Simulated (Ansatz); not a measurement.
Base system: HgSe in the zinc blende structure (space group F-43m, No. 216; a = 6.133 Å). Axes: x, y, z lie along the cube axes.

All numbers come from PBEsol (Ansatz, an electronic-structure program; PAW; 420 eV plane waves; no SOC), earlier PAW set.

Strains are applied to the cell and any free atomic positions relax.

One change was made to it. Results:

```csv
quantity,base,after
energy relative to the base (free energy F),0 meV/atom,+11 meV/atom
shortest interatomic distance,2.656 Å,2.656 Å
```

Question: What was done to the base?
(A) uniaxial strain ε_yy = −0.27 %
(B) uniaxial strain ε_yy = −2.74 %
(C) tensor shear ε_xz = −3.65 %
(D) uniaxial strain ε_zz = +1.38 %

Answer: C, tensor shear ε_xz = −3.65 %. For comparison, the energy relative to the base in the other runs: uniaxial strain ε_zz = +1.38 % gives +1.1 meV/atom; uniaxial strain ε_yy = −0.27 % gives 0.0 meV/atom; uniaxial strain ε_yy = −2.74 % gives +4.2 meV/atom.

The mesh was chosen for an insulator and is coarse for the gapless case. Whether these cells are dynamically stable was not tested. The final runs are not spin-polarised.
